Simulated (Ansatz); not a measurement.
An Ansatz (a first-principles code) input (PBEsol (Ansatz), no SOC):

Ansatz 0.2 input:
```yaml
crystal:
  lattice:
    - [6.4125453446, 0.0000000001, 0]
    - [-3.2062726724, 5.5534271713, 0]
    - [3.2062726723, 5.5534271714, 3.1737967248]
  atoms:
    - { symbol: P, position: [0.0093511174, 0.0020741483, -0.002232371] }
    - { symbol: Mo, position: [-0.0127083611, 0.4909138942, 0.0063323069] }
    - { symbol: Mo, position: [0.5039718884, 0.0014943075, -0.0019038795] }
    - { symbol: Mo, position: [0.4945295471, 0.4980000037, 0.002935743] }
    - { symbol: P, position: [0.8307574698, 0.6696246789, 0.4977389504] }
    - { symbol: P, position: [0.8275037671, 0.1591381796, 0.5035298711] }
    - { symbol: P, position: [0.3390316537, 0.6737470342, 0.4918855395] }
    - { symbol: P, position: [0.3396933893, 0.1771755346, 0.4952222462] }
basis: { ecutwfc: 420, ecutrho_ratio: 4, xc_grid: 2, fft_grid_basis: typed }
kpoints: { mp_grid: { grid: [12, 12, 12] } }
hamiltonian:
  xc: pbesol
  dispersion: none
  pseudopotentials: { kind: paw }
scf: { occupations: { method: fermi_dirac, width: 0.05 }, convergence: { dr2_threshold: 0.0000000008 } }
relax: { f_tol: 0.02, max_steps: 45 }
output: { forces: true, stress: true }
checkpoint: { write: state.ck, write_every: 1000 }
```

Problem. Which symmetry and how many k-points will the program report, and about how many plane waves at Γ?

Solution. Space group P1 (ITA 1) with 1 operations, k-points 868 of 1728, and 2219 plane waves at Γ.

Problem. And the final pressure?

Solution. 5.16 GPa (compression positive).

The cell is small, so the values are those of an ordered compound at a high defect concentration; dilute-limit values will differ. All final runs are without spin polarisation. The cell was made from MoP (space group P-6m2, No. 187) by this change: P on a Mo site (antisite). The defect cell is not spin-polarised.
